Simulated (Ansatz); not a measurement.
**A computed series for WS2: pressure series**

Take WS2 in the 2H-MoS2 type structure (space group P6_3/mmc, No. 194; a = 3.154 Å, c = 12.137 Å; layered, stacked along the Cartesian z axis) as the base.

Cell and atoms are relaxed at each pressure.

Computed with PBE-D3(BJ) in Ansatz (plane waves to 420 eV, PAW, no SOC).

```csv
case,band gap,electron mass,lattice parameter a
base,0.88 eV,–,3.154 Å
pressure −2 GPa,1.13 eV,–,…
pressure −1 GPa,0.98 eV,–,3.163 Å
pressure 0.3 GPa,0.86 eV,"0.45 mₑ along c, 0.52 mₑ across (off the special points)",3.151 Å
pressure 0.7 GPa,0.84 eV,"0.43 mₑ along c, 0.53 mₑ across (off the special points)",…
pressure 1.5 GPa,0.78 eV,"0.42 mₑ along c, 0.52 mₑ across (off the special points)",3.141 Å
pressure 3 GPa,0.70 eV,"0.40 mₑ along c, 0.50 mₑ across (off the special points)",3.130 Å
pressure 5 GPa,0.61 eV,"0.38 mₑ along c, 0.47 mₑ across (off the special points)",…
pressure 7.5 GPa,0.51 eV,"0.37 mₑ along c, 0.45 mₑ across (off the special points)",3.098 Å
pressure 10 GPa,0.42 eV,"0.35 mₑ along c, 0.43 mₑ across (off the special points)",3.082 Å
```

Fill in the withheld entries from the trend.


- pressure −2 GPa, lattice parameter a: 3.173 Å
- pressure 0.7 GPa, lattice parameter a: 3.148 Å
- pressure 5 GPa, lattice parameter a: 3.115 Å

With W present, leaving out spin-orbit coupling can change the band edges. Load acts through the strain it causes; cell and atoms are relaxed under it. Masses are band curvatures over ±0.01 Å⁻¹ around the edge. No phonon test of stability was made. Competing high-pressure phases were not computed.

Ansatz is a quantum-chemistry and plane-wave program.
